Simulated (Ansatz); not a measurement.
The parent structure is GaAs in the zinc blende structure (space group F-43m, No. 216; a = 5.6656 Å). Axes: x, y, z lie along the cube axes.

All numbers come from Ansatz (a program for electronic structure) r2SCAN, scalar-relativistic without spin-orbit coupling, earlier PAW set.

Free-standing slabs (2 atom(s) a layer) normal to [110] with 15 Å of vacuum; in-plane cell held at bulk.

One change was made to it. Results:

| quantity | base | after |
|---|---|---|
| band gap | 0.97 eV | 0.52 eV |
| smallest direct gap | 0.97 eV | 1.15 eV |
| excess energy per area of both faces (slab less bulk energy over the cell's area: twice a surface energy) | – | 1.53 J/m² |
| shortest interatomic distance | 2.453 Å | 2.424 Å |
| valence-band top at Γ (three highest levels, from the VBM) | 0.00, 0.00, 0.00 eV | 0.00, -0.87, -0.92 eV |

Q: Which change produced these results?
(A) 4 layers
(B) 2 layers
(C) 3 layers
(D) 6 layers
(E) 5 layers

A: C, 3 layers. For comparison, the band gap in the other runs: 5 layers gives 1.07 eV; 2 layers gives 1.91 eV; 4 layers gives 1.31 eV; 6 layers gives 1.23 eV.

Slab and bulk use different k-meshes, which limits the precision of the excess energy. Stability against distortions was not tested.
